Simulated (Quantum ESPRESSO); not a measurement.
# Habitual settings against a tight run: H₄BrN (P-43m, 6 atoms in the cell)

Self-consistent single point.

```xyz
6
Lattice="3.9081 0.0000 0.0000 0.0000 3.9081 0.0000 0.0000 0.0000 3.9081" Properties=species:S:1:pos:R:3 pbc="T T T"
H      0.5831     0.5831     3.3250
H      0.5831     3.3250     0.5831
H      3.3250     3.3250     3.3250
H      3.3250     0.5831     0.5831
Br     1.9540     1.9540     1.9540
N      0.0000     0.0000     0.0000
```

Level of theory: PBEsol, PseudoDojo standard norm-conserving (PBESOL) pseudopotentials (plane waves; Quantum ESPRESSO 7.5).

Base settings: ecutwfc = 85 Ry; occupations = smearing; smearing = gauss; degauss = 0.00147 Ry; potentials = {H: H.upf, Br: Br.upf, N: N.upf}; K_POINTS = automatic 5 5 5 0 0 0; conv_thr = 1e-10 Ry.

Tight run (finer mesh or higher cutoff; not a proven limit): ecutwfc: 85 Ry → 119 Ry; conv_thr: 1e-10 Ry → 7.3e-11 Ry; K_POINTS: automatic 5 5 5 0 0 0 → automatic 7 7 7 0 0 0. It gave top of the valence band (on the code's own zero) 1.57 eV; gap on the k-point mesh 4.43 eV; pressure 6.12 GPa; largest force (vector length) 1.370 eV/Å.

Quick runs, as changes from the base:
- A: the base itself
- B: ecutwfc: 85 Ry → 42 Ry; smearing: gauss → mp; degauss: 0.00147 Ry → 0.019992 Ry; K_POINTS: automatic 5 5 5 0 0 0 → automatic 2 2 2 1 1 1; potentials: PseudoDojo standard norm-conserving (LDA) [LDA (PW92)]
- C: ecutwfc: 85 Ry → 51 Ry; K_POINTS: automatic 5 5 5 0 0 0 → automatic 6 6 6 0 0 0
- D: ecutwfc: 85 Ry → 68 Ry; smearing: gauss → mp; degauss: 0.00147 Ry → 0.036749 Ry; K_POINTS: automatic 5 5 5 0 0 0 → automatic 2 2 2 0 0 0; potentials: PseudoDojo standard norm-conserving (LDA) [LDA (PW92)]
- E: ecutwfc: 85 Ry → 51 Ry; degauss: 0.00147 Ry → 0.0147 Ry; conv_thr: 1e-10 Ry → 7.3e-05 Ry; K_POINTS: automatic 5 5 5 0 0 0 → automatic 1 1 1 0 0 0
- F: ecutwfc: 85 Ry → 68 Ry; degauss: 0.00147 Ry → 0.019992 Ry; K_POINTS: automatic 5 5 5 0 0 0 → automatic 6 6 6 0 0 0

Dashes: energy of B, D, another energy zero; gap of B, E, left out as unsure on this mesh or at this smearing.

Gaps are read on each run's own mesh, which may miss the band edges.

† marks runs with another functional, U, potentials or spin treatment: their distance from the tight run is not a convergence error alone.

The count of work is k-points × plane waves × bands × iterations; it is no time. 

The starting cell comes from a database of computed structures (which also holds hypothetical and non-ambient phases and stackings), without a prior relaxation at this level. Its lattice was rescaled by a random factor within 2.5 % of one. In the base run, with a pressure of about 6 GPa the cell is away from its equilibrium volume at this level. In the base run, forces exceed 1 eV/Å.

| run | energy less tight (meV/atom) | pressure less tight (GPa) | largest miss in a force vector (eV/Å) | gap on the mesh less tight (eV) | count of work / tight |
|---|---|---|---|---|---|
| A | 0.3 | 0.01 | 0.001 | 0.019 | 0.30 |
| B† | – | -13.40 | 0.103 | – | 0.010 |
| C | 54.2 | -4.38 | 0.031 | -0.030 | 0.28 |
| D† | – | 0.09 | 0.175 | -0.299 | 0.087 |
| E | 893.6 | 16.60 | 0.723 | – | 0.0071 |
| F | 2.7 | -0.41 | 0.001 | -0.023 | 0.43 |

Among the runs at the tight run's level, the energy misses run from 0.3 to 893.6 meV/atom.
